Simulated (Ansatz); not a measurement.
Worked example: self-consistent single point of NbN (Fm-3m, 2 atoms in the cell) in Ansatz (a first-principles code).

Computed with PBE, PAW files (plane waves; Ansatz).

The change in words: lattice scaled by 0.98. Reference geometry:
```xyz
2
Lattice="0.0000 2.2144 2.2144 2.2144 0.0000 2.2144 2.2144 2.2144 0.0000" Properties=species:S:1:pos:R:3 pbc="T T T"
Nb     2.2144     2.2144     2.2144
N      0.0000     0.0000     0.0000
```

Reference input (self-consistent single point, DFT, PBE, plane waves, PAW files): kpoints.mp_grid.grid = 13 13 13; hamiltonian.xc = pbe; hamiltonian.pseudopotentials = {kind: paw} (the program's default PAW files); scf.occupations.method = gaussian; scf.occupations.width = 0.05 eV. This run's input differs from it in these lines:

```diff
@@ -2,5 +2,5 @@
   lattice:
-    - [0.000000, 2.214436, 2.214436]
-    - [2.214436, 0.000000, 2.214436]
-    - [2.214436, 2.214436, 0.000000]
+    - [0.000000, 2.170147, 2.170147]
+    - [2.170147, 0.000000, 2.170147]
+    - [2.170147, 2.170147, 0.000000]
   atoms:
```

The program printed (abridged):

```
SCF iter   1: F=—  HF=-4939.078250 eV  |F-HF|=—  |Δ(HF+E_count)|=         —  Δρ=1.16e-1  dr2=3.54e0  ethr=3.10e-3  ⟨swp⟩=5.0  Hψ=5413  notcnv=0
all-band conjugate gradients solve this SCF's bands
preconditioner: auto → none
SCF iter   2: F=—  HF=-4938.594578 eV  |F-HF|=—  |Δ(HF+E_count)|=   4.84e-1  Δρ=7.77e-2  dr2=1.64e0  ethr=3.10e-3  ⟨swp⟩=5.0  Hψ=8729  notcnv=0  defer=3
automatic band count: the SCF goes on with 17 bands, as 13 were too few: the levels above may hold too much charge
   [... lines left out ...]
SCF iter   4: F=—  HF=-4938.181768 eV  |F-HF|=—  |Δ(HF+E_count)|=   8.49e-4  Δρ=1.19e-3  dr2=3.04e-4  ethr=2.63e-5  ⟨swp⟩=2.7  Hψ=2056  notcnv=0  defer=245
SCF iter   5: F=—  HF=-4938.181685 eV  |F-HF|=—  |Δ(HF+E_count)|=   8.27e-5  Δρ=1.82e-4  dr2=2.10e-6  ethr=1.69e-6  ⟨swp⟩=2.1  Hψ=1884  notcnv=0  defer=245
SCF iter   6: F=—  HF=-4938.181686 eV  |F-HF|=—  |Δ(HF+E_count)|=   1.04e-6  Δρ=2.47e-5  dr2=7.29e-8  ethr=5.56e-10  ⟨swp⟩=9.1  Hψ=7353  notcnv=0
SCF iter   7: F=-4938.181686 eV  HF=-4938.181686 eV  |F-HF|=5.85e-10  |Δ(HF+E_count)|=   1.79e-8  Δρ=2.56e-6  dr2=1.09e-9  ethr=4.05e-10  ⟨swp⟩=2.1  Hψ=4119  notcnv=0
SCF 1 converged in 7 iterations: F = -4938.181686 eV  dr2 = 1.09e-9
Free energy (F): -4938.181686 eV
Internal energy: -4938.181012 eV  (E = F + TS)
E sigma→0 (E₀):  -4938.181349 eV
Entropy (-TS):   -0.000674 eV (-0.337 meV/atom)
Fermi energy:    21.503959 eV
--- Forces (eV/Å), atoms counted from 1 ---
  atom   1  Nb     0.00000000    -0.00000000     0.00000000
  atom   2  N     -0.00000000     0.00000000     0.00000000
--- Stress (GPa, compression-positive) ---
       19.121767      -0.000000       0.000000
       -0.000000      19.121767      -0.000000
       -0.000000      -0.000000      19.121767
  P = ⅓ Tr σ = 19.1218 GPa (191.218 kbar)
  The stress holds the Pulay correction. Without it, at fixed plane waves, as pw.x and ABINIT print it: P = 18.8675 GPa
```

The run converged in 7 iterations. Against the reference run the free energy rises by 32.6 meV/atom and the pressure goes from -1.67 to 19.12 GPa.

The starting cell comes from a database of computed structures (which also holds hypothetical and non-ambient phases and stackings), without a prior relaxation at this level. Its lattice was rescaled by a random factor within 2.5 % of one. For this run, on top of that: lattice scaled by 0.98. Spin polarisation is off. With a pressure of about 19 GPa the cell is away from its equilibrium volume at this level. Ansatz's pressure includes its estimate of the finite-basis (Pulay) stress.

Keys are those of Ansatz 0.2.
